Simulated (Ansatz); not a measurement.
**Mg2C (model structure, started from the fluorite type, Fm-3m, No. 225, 3 atoms in the cell; like a known high-pressure phase)**

Computed with PBEsol in Ansatz (plane waves, PAW).

Numerical settings: plane-wave cutoff 520 eV, 18×18×18 k mesh, Fermi–Dirac smearing 0.05 eV, scalar-relativistic PAW data made under PBE.

Cell (relaxed with PBEsol):

Space group Fm-3m (No. 225); a = b = c = 5.423 Å, α = β = γ = 90.00°

```tsv
atom	site	symmetry	x	y	z
C	4a	m-3m	0.0000	0.0000	0.0000
Mg	8c	-43m	0.2500	0.2500	0.2500
```
(The calculation used a cell of 3 atoms; values per cell refer to that cell.)

```json
{
 "band_gap": "0.69 eV (on the SCF k mesh)"
}
```

A model structure was made by putting elements into a prototype or built by hand; here it ended with the formula and space group of a phase in our tables.

Ansatz is an electronic-structure program.
